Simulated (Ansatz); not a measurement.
zinc-blende InP (1 1 0) on cubic CsPbBr3 (1 1 0) (film strained to the substrate, started from cuts of the bulks and a machine-learned relaxation; metallic at this level, with no gap by band count; slabs Cs4Pb4Br10 and In12P12, which can lie off the formulas)

A periodic stack without vacuum, zinc-blende InP (1 1 0) on cubic CsPbBr3 (1 1 0) (film strained to the substrate, started from cuts of the bulks and a machine-learned relaxation; metallic at this level, with no gap by band count; slabs Cs4Pb4Br10 and In12P12, which can lie off the formulas): substrate slab Cs4Pb4Br10, film In12P12, surface cells [[0, 1], [-1, 0]] and [[0, 2], [-1, 0]], film strained by +0.7 and +0.7 %, outermost planes BrCsPb/BrCsPb and InP/InP as cut, which need not be the usual terminations and can put a slab off its formula.

The start was prepared with a machine-learned potential, and the result is one local minimum, with the in-plane cell held and forces under 0.04 eV/Å; the film can end far from its bulk form.

Computed with PBE (plane waves to 420 eV, PAW; Ansatz, a first-principles code). No spin–orbit coupling; the runs are not spin-polarised. Its k-point mesh 3×4×1, Fermi–Dirac width 0.05 eV.

- interface area: 50.9 Å²
- period: 28.50 Å
- heights between the nearest atoms of the two slabs at the two interfaces: 2.08 and 2.10 Å
- P–Pb contacts across the interfaces within 1.22 times the sum of covalent radii: 3, mean 2.93 Å
- Cs–In contacts across the interfaces within 1.22 times the sum of covalent radii: 2, mean 4.31 Å
- In–Pb contacts across the interfaces within 1.22 times the sum of covalent radii: 2, mean 3.45 Å
- Br–In contacts across the interfaces within 1.22 times the sum of covalent radii: 2, mean 3.04 Å

```xyz
42
Lattice="8.4848 -0.0008 0.0946 -0.0007 5.9990 0.1077 1.7360 2.5181 28.5751" Properties=species:S:1:pos:R:3 pbc="T T T"
Cs     5.4628     6.5396     2.1835
Pb     0.9514     3.5941     1.1063
Br     0.6685     6.5303     1.1973
Cs     0.6024     6.4823     5.8385
Pb     4.9986     3.4891     5.6861
Br     3.4827     3.5396     3.1260
Br     7.4458     3.5200     3.9767
Br     5.0951     6.4856     5.8807
Cs     4.6565     6.4201     9.6794
Pb     0.6642     3.4090     9.8764
Br     6.5538     3.4446     8.3650
Br     2.3498     3.4572     7.3217
Br     0.8191     6.4129     9.7556
Cs     1.1640     6.3197    13.4465
Pb     5.0696     3.3508    14.4003
Br     3.1141     3.3877    11.6819
Br     7.6528     3.3640    12.5927
Br     4.7909     6.2858    14.5104
In     2.6500     4.1147    18.7829
In     6.9001     4.1385    18.8842
In     4.7740     7.3539    17.3298
In     9.0722     7.8047    17.5325
In     6.8553     4.0263    23.1345
In     2.6038     4.0866    22.9745
In     8.9942     7.0648    21.1340
In     4.7573     7.1180    21.1782
In     2.5474     4.1960    26.8304
In     6.8449     4.7161    26.6646
In     4.7029     7.0180    25.3548
In     8.9347     7.0044    25.3993
P      6.7935     2.8046    16.6548
P      2.8386     2.8456    16.5081
P      4.7643     5.5691    19.0851
P      9.0243     5.6289    18.9449
P      2.6267     2.5770    20.8868
P      6.8866     2.5893    20.9824
P      8.9633     5.5488    23.2218
P      4.7341     5.5370    23.2051
P      6.8262     2.5139    25.2658
P      2.5760     2.4693    25.0125
P      4.5418     5.6175    27.5422
P      9.0879     5.6688    27.6425
```
